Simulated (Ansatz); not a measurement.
# Au, response to strain

Consider Au in the fcc (Cu type) structure (space group Fm-3m, No. 225; relaxed with 0.1 eV smearing).

```
CELL_PARAMETERS angstrom
      0.00000     2.04148     2.04148
      2.04148     0.00000     2.04148
      2.04148     2.04148     0.00000
ATOMIC_POSITIONS crystal
  Au 0.00000 0.00000 0.00000
```

Strains are applied to the cell and any free atomic positions relax.

Computed with PBEsol (Ansatz, an electronic-structure program), scalar-relativistic without spin-orbit coupling.

Notes on the quantities. energy relative to the base: free energy F.

| change | pressure | energy relative to the base | volume per atom |
|---|---|---|---|
| base | 0.0 GPa | 0 meV/atom | 17.02 Å³ |
| isotropic strain −3.00 % | ___ | ___ | 15.53 Å³ |
| isotropic strain −1.00 % | 5.7 GPa | +8.8 meV/atom | 16.51 Å³ |
| isotropic strain −0.50 % | 2.7 GPa | +2.1 meV/atom | 16.76 Å³ |
| isotropic strain +0.50 % | -2.5 GPa | +2.0 meV/atom | 17.27 Å³ |
| isotropic strain +1.00 % | -4.8 GPa | +8.0 meV/atom | 17.53 Å³ |
| isotropic strain +1.50 % | -6.9 GPa | +18 meV/atom | 17.79 Å³ |
| isotropic strain +2.00 % | -8.7 GPa | +30 meV/atom | 18.06 Å³ |
| isotropic strain +2.50 % | -10.4 GPa | +46 meV/atom | 18.32 Å³ |
| isotropic strain +3.00 % | -12.0 GPa | +65 meV/atom | 18.59 Å³ |

Question: Fill in the withheld entries from the trend.

Answer: 
- isotropic strain −3.00 %, pressure: 20.8 GPa
- isotropic strain −3.00 %, energy relative to the base: +87 meV/atom

No phonon test of stability was made.
